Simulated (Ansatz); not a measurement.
Nb3Ga in the A15 (Cr3Si type) structure (space group Pm-3n, No. 223)

```yaml
crystal:
  lattice:
    - [5.12011, 0.00000, 0.00000]
    - [0.00000, 5.12011, 0.00000]
    - [0.00000, 0.00000, 5.12011]
  atoms:
    - { symbol: Nb, position: [0.25000, 0.00000, 0.50000] }
    - { symbol: Nb, position: [0.75000, 0.00000, 0.50000] }
    - { symbol: Nb, position: [0.50000, 0.75000, 0.00000] }
    - { symbol: Nb, position: [0.50000, 0.25000, 0.00000] }
    - { symbol: Nb, position: [0.00000, 0.50000, 0.75000] }
    - { symbol: Nb, position: [0.00000, 0.50000, 0.25000] }
    - { symbol: Ga, position: [0.00000, 0.00000, 0.00000] }
    - { symbol: Ga, position: [0.50000, 0.50000, 0.50000] }
```

Calculations: PBEsol (Ansatz, a program for electronic structure, PAW, no spin-orbit coupling). Settings: 9×9×9 k-points, 0.05 eV Fermi–Dirac smearing.

| Item | Result |
|---|---|
| Volume per atom | 16.78 Å³ |
| Density | 8.62 g/cm³ |
| Band gap | zero |
| Total energy | -4307.600 eV/atom (σ→0; compares only within this code and set-up) |

No phonon test of stability was made. The final runs are not spin-polarised.
